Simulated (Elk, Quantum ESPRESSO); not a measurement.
A Quantum ESPRESSO input for a self-consistent single point of Li2O (Fm-3m, 3 atoms in the cell) (DFT, PBE, plane waves, PseudoDojo standard norm-conserving (PBE) pseudopotentials):

```fortran
&control
    calculation = 'scf'
    outdir = './work'
    pseudo_dir = './'
    verbosity = 'high'
    tprnfor = .true.
    tstress = .true.
/
&system
    ibrav = 0
    nat = 3
    ntyp = 2
    ecutwfc = 85
    occupations = 'smearing'
    smearing = 'fermi-dirac'
    degauss = 0.00147
/
&electrons
    conv_thr = 1e-10
/
ATOMIC_SPECIES
Li     6.9400  Li.upf
O     15.9990  O.upf
ATOMIC_POSITIONS crystal
Li    0.7500000000    0.7500000000    0.7500000000
Li    0.2500000000    0.2500000000    0.2500000000
O     0.0000000000    0.0000000000    0.0000000000
K_POINTS automatic
6 6 6  0 0 0
CELL_PARAMETERS bohr
   0.0000000000     4.3100552197     4.3100552197
   4.3100552197     0.0000000000     4.3100552197
   4.3100552197     4.3100552197     0.0000000000
```

Q: Translate this input to Elk.

A: One input that does it (others would too):

```
tasks
  0

xctype
  20

rgkmax
  7.5

gmaxvr
  16.0

nxlo
  2

lorbcnd
  .true.

rmtscf
  0.97

lmaxi
  3

stype
  3

swidth
  0.000734986

scale
  1.889726125

avec
    0.0000000000    2.2807830000    2.2807830000
    2.2807830000    0.0000000000    2.2807830000
    2.2807830000    2.2807830000    0.0000000000

sppath
  'species/'

atoms
  2   : nspecies
  'Li.in'   : spfname
  2   : natoms; atposl, bfcmt below
  0.7500000000  0.7500000000  0.7500000000    0.0 0.0 0.0
  0.2500000000  0.2500000000  0.2500000000    0.0 0.0 0.0
  'O.in'   : spfname
  1   : natoms; atposl, bfcmt below
  0.0000000000  0.0000000000  0.0000000000    0.0 0.0 0.0

ngridk
  6 6 6
```

Basis settings and potentials, where a program has them, do not carry over. This input uses DFT, PBE, all-electron FP-LAPW, Elk's shipped species files, APW+lo basis with extra local orbitals. Both were run: gap on the mesh 5.082 eV in Quantum ESPRESSO and 5.060 in Elk.

On Quantum ESPRESSO: the starting cell comes from a database of computed structures (which also holds hypothetical and non-ambient phases and stackings), without a prior relaxation at this level. Its lattice was rescaled by a random factor within 2.5 % of one. With a pressure of about 3 GPa the cell is away from its equilibrium volume at this level.

On Elk: the starting cell comes from a database of computed structures (which also holds hypothetical and non-ambient phases and stackings), without a prior relaxation at this level. Its lattice was rescaled by a random factor within 2.5 % of one. Values depend on the basis (sphere radii, cutoffs, local orbitals), which need not be converged.
